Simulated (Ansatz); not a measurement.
# Si, response to strain

Start from Si (space group Ia-3, No. 206; a = 6.602 Å). Axes: x, y, z lie along the cube axes.

Strains are applied to the cell and any free atomic positions relax; under biaxial strain the out-of-plane vector relaxes too.

Level of theory: Ansatz (a program for electronic structure), PBEsol, PAW, cutoff 420 eV, no spin-orbit coupling.

Candidates:
(a) biaxial strain +3.87 %, plane normal [001], relaxed out of plane
(b) biaxial strain −0.75 %, plane normal [110], relaxed out of plane
(c) uniaxial strain ε_yy = +5.29 %

Notes on the quantities. energy relative to the base: free energy F.

Q: Order them by energy relative to the base, highest first.

A: (a) biaxial strain +3.87 %, plane normal [001], relaxed out of plane (+31 meV/atom), (c) uniaxial strain ε_yy = +5.29 % (+26 meV/atom), (b) biaxial strain −0.75 %, plane normal [110], relaxed out of plane (+1.2 meV/atom)

Whether these cells are dynamically stable was not tested. This is not the structure that Si has at room temperature and ambient pressure.
